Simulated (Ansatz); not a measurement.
**Effect of biaxial strain +1.00 %, plane normal [001], relaxed out of plane on HfS2**

Start from HfS₂ in the CdI2 type structure (space group P-3m1, No. 164; a = 3.606 Å, c = 5.768 Å; layered, stacked along the Cartesian z axis). Axes: x lies along a and z along c of the hexagonal cell.

One thing is altered: tensile biaxial strain of 1.00 % in the plane normal to [001], as in epitaxy on a mismatched substrate; the out-of-plane cell vector and the atoms relax.

Computed with PBE-D3(BJ) (Ansatz, a quantum-chemistry and plane-wave program; PAW; 420 eV plane waves; no SOC). Γ-centred 11×11×6 mesh, Fermi–Dirac width 0.05 eV.

```json
[
 {"quantity": "volume per atom", "base": "21.65 Å³", "changed": "22.00 Å³", "shift": "+0.35 Å³"},
 {"quantity": "space group", "base": "P-3m1 (No. 164)", "changed": "P-3m1 (No. 164)", "shift": "–"},
 {"quantity": "pressure (mean of the normal stresses, compression positive)", "base": "0.00 GPa", "changed": "-1.08 GPa", "shift": "-1.08 GPa"},
 {"quantity": "band gap", "base": "0.85 eV", "changed": "0.91 eV", "shift": "+0.06 eV"},
 {"quantity": "gap character", "base": "indirect, Γ → L", "changed": "indirect, Γ → L", "shift": "–"},
 {"quantity": "smallest direct gap", "base": "1.81 eV", "changed": "1.78 eV", "shift": "-0.023 eV"},
 {"quantity": "width of the top valence band", "base": "2.10 eV", "changed": "2.09 eV", "shift": "-0.01 eV"},
 {"quantity": "valence-band top at Γ (three highest levels, from the VBM)", "base": "–", "changed": "0.00, -0.26, -0.26 eV", "shift": "–"},
 {"quantity": "out-of-plane strain", "base": "–", "changed": "-0.38 %", "shift": "–"},
 {"quantity": "ratio −ε⊥/ε∥", "base": "–", "changed": "0.38", "shift": "–"},
 {"quantity": "mean in-plane stress (compression positive)", "base": "–", "changed": "-1.6 GPa", "shift": "–"}
]
```

Final structure (turned so that z lies along the plane normal):

```
HfS2
1.0
    3.64175     0.00000     0.00000
    1.82088     3.15385     0.00000
    0.00000     0.00000     5.74576
Hf S
1 2
Direct
  0.00000   0.00000   0.00000
  0.33333   0.33333   0.25064
  0.66667   0.66667   0.74936
```

Spin-orbit coupling, missing from the scalar runs, can matter with Hf. Stability against distortions was not tested.
